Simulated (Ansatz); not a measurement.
Seebeck coefficient (μV/K, mean over directions) of n-type Rb$_{2}$PdC$_{2}$ (P-3m1) against carrier density, PBEsol, rigid bands run with Ansatz (an electronic-structure program). Computed gap 1.50 eV; densities at which minority carriers matter at this gap, or further valleys turn the trend, are left out. Conductivity mass 0.45 mₑ (harmonic mean over directions), N_c = 3.0e19 cm⁻³ at 300 K.

| electron density | 300 K | 500 K |
|---|---|---|
| 1e16 cm⁻³ | -904 | -972 |
| 1e17 cm⁻³ | -706 | ? |
| 1e18 cm⁻³ | -508 | -575 |
| 3e18 cm⁻³ | -413 | ? |
| 1e19 cm⁻³ | -312 | -378 |
| 3e19 cm⁻³ | -222 | -286 |
| 1e20 cm⁻³ | -135 | -190 |
| 3e20 cm⁻³ | -75 | -115 |
| 1e21 cm⁻³ | ? | -51 |

Task: Complete the blanks.

Result: 
- 1e17 cm⁻³, 500 K: -773
- 3e18 cm⁻³, 500 K: -481
- 1e21 cm⁻³, 300 K: -32

Rigid bands with a gap fixed in temperature, one relaxation time for all states, no polarons or phonon drag, and whether or not such doping can be reached. Spin-orbit coupling is left out.

Formula and space group known from diffraction (Crystallography Open Database), not checked to be the room-temperature form: Rb2PdC2 (P-3m1).
